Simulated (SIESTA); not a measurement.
SIESTA run on CdAu (P-6m2, 2 atoms in the cell): self-consistent single point.

Level of theory: GGA PBEsol, numerical atomic orbitals DZP, PseudoDojo PBEsol standard norm-conserving potentials (rewritten from UPF to PSML) run with SIESTA.

The change in words: lattice scaled by 0.98. Reference geometry:
```
CELL_PARAMETERS angstrom
      3.09033     0.00000     0.00000
     -1.54516     2.67630     0.00000
      0.00000     0.00000     4.60128
ATOMIC_POSITIONS crystal
  Cd 0.00000 0.00000 0.00000
  Au 0.33333 0.66667 0.50000
```

Reference input (self-consistent single point, DFT, GGA PBEsol, numerical atomic orbitals DZP, PseudoDojo PBEsol standard norm-conserving potentials (rewritten from UPF to PSML)): XC.functional = GGA; XC.authors = PBEsol; potentials = PseudoDojo PBEsol standard; PAO.BasisSize = DZP; PAO.EnergyShift = 0.005 Ry; MeshCutoff = 300 Ry; kgrid.MonkhorstPack = 8 8 5; OccupationFunction = FD; ElectronicTemperature = 100 meV; MaxSCFIterations = 150; SCF.Mixer.Method = Pulay; SCF.Mixer.Weight = 0.25. This run's input differs from it in these lines:

```diff
@@ -12,5 +12,5 @@
 %block LatticeVectors
-     3.090330000    0.000000000    0.000000000
-    -1.545165000    2.676304000    0.000000000
-     0.000000000    0.000000000    4.601280000
+     3.028523000    0.000000000    0.000000000
+    -1.514262000    2.622778000    0.000000000
+     0.000000000    0.000000000    4.509254000
 %endblock LatticeVectors
@@ -19,3 +19,3 @@
      0.000000000    0.000000000    0.000000000  1
-    -0.000002920    3.371656077    4.347579511  2
+    -0.000003491    3.304223056    4.260627543  2
 %endblock AtomicCoordinatesAndAtomicSpecies
```

Output (repeated stretches shortened):

```
        iscf     Eharris(eV)        E_KS(eV)     FreeEng(eV)     dDmax    Ef(eV) dHmax(eV)
   scf:    1    -8760.409142    -8773.870522    -8773.893791  2.095333 -0.848127 12.344094
   scf:    2    -8779.602173    -8777.478064    -8777.496595  0.632925 -1.687916  4.052185
   scf:    3    -8778.242938    -8777.919150    -8777.938941  0.259975 -1.928872  1.449417
   scf:    4    -8778.003078    -8777.976133    -8777.997731  0.169450 -2.059179  0.089095
   scf:    5    -8777.975246    -8777.975900    -8777.998411  0.049759 -2.087196  0.071638
   scf:    6    -8777.975794    -8777.976076    -8777.998251  0.017226 -2.096093  0.126406
   scf:    7    -8777.976227    -8777.976230    -8777.998534  0.009233 -2.098224  0.013474
   scf:    8    -8777.976142    -8777.976190    -8777.998536  0.001834 -2.097734  0.010152
   scf:    9    -8777.976226    -8777.976209    -8777.998538  0.001033 -2.097813  0.000552
   scf:   10    -8777.976211    -8777.976210    -8777.998538  0.000048 -2.097816  0.000199
SCF Convergence by DM+H criterion
max |DM_out - DM_in|         :     0.0000477232
max |H_out - H_in|      (eV) :     0.0001987721
SCF cycle converged after 10 iterations

Using DM_out to compute the final energy and forces

siesta: E_KS(eV) =            -8777.9762

siesta: E_KS - E_eggbox =     -8777.9762

siesta: Atomic forces (eV/Ang):
     1   -0.000003    0.000002    0.000000
     2    0.000005   -0.000004    0.000000
   Tot    0.000002   -0.000001    0.000000
   Max    0.000005
   Res    0.000003    sqrt( Sum f_i^2 / 3N )
   Max    0.000005    constrained

Stress tensor Voigt[x,y,z,yz,xz,xy] (kbar):      -10.17      -10.05      -27.95       -0.00       -0.00        0.10
(Free)E + p*V (eV/cell)    -8777.6395
Target enthalpy (eV/cell)    -8777.9985

siesta: Program's energy decomposition (eV):
siesta: FreeEng =     -8777.998538

   [... lines left out ...]
siesta:    -0.006348    0.000063   -0.000000
siesta:     0.000063   -0.006275   -0.000000
siesta:    -0.000000   -0.000000   -0.017447

siesta: Cell volume =         35.817652 Ang**3

siesta: Pressure (static):
siesta:                Solid            Molecule  Units
siesta:           0.00010917          0.00010917  Ry/Bohr**3
siesta:           0.01002336          0.01002341  eV/Ang**3
siesta:          16.05920041         16.05927913  kBar
```

The run converged in 10 iterations. Against the reference run the free energy falls by 16.6 meV/atom and the pressure goes from -5.82 to 1.61 GPa.

The starting cell comes from a database of computed structures (which also holds hypothetical and non-ambient phases and stackings), without a prior relaxation at this level. For this run, on top of that: lattice scaled by 0.98. Values carry the incompleteness of an atom-centred basis.
